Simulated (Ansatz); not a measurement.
## Effect of x(Lu) = 0.75, 8 atoms, Cmmm on TiAl

Take TiAl (space group P4/mmm, No. 123; a = 2.797 Å, c = 4.032 Å) as the base.

The other end (x = 1) is LuTi (space group P4/mmm, No. 123; a hypothetical phase, not in the database extracts checked): 21.34 Å³/atom, gap zero; this end may not be an ambient phase.

The change: Lu replaces 75.0 % of the Al, ordered in a cell of 8 atoms (starting symmetry Cmmm) and fully relaxed.

Level of theory: PBEsol (Ansatz, a quantum-chemistry and plane-wave program), without spin-orbit coupling. k-mesh 8×8×15 (Γ-centred); smearing 0.05 eV (Fermi–Dirac), for the changed cell.

* **Density**: 7.62 g/cm³ (base 3.94 g/cm³)
* **Shortest interatomic distance**: 2.644 Å (base 2.797 Å)
* **Band gap**: zero (base zero)
* **Mixing energy**: +0.01 eV/atom (to 0.01 eV only: unlike meshes or grids) (against an end that may be hypothetical)
* **Deviation of the volume from the linear (Vegard-type) interpolation**: +1.5 %

Each cell is one ordered arrangement of few atoms, which overstates ordering effects compared with a random alloy. Whether these cells are dynamically stable was not tested. The final runs are not spin-polarised. An odd electron count without spin: TiAl and LuTi. Lu3Ti4Al and LuTi have a high density of states at the Fermi level and may be magnetic at this level. Under x(Lu) = 0.75, 8 atoms, Cmmm the cell changed shape so far that it is another structure.
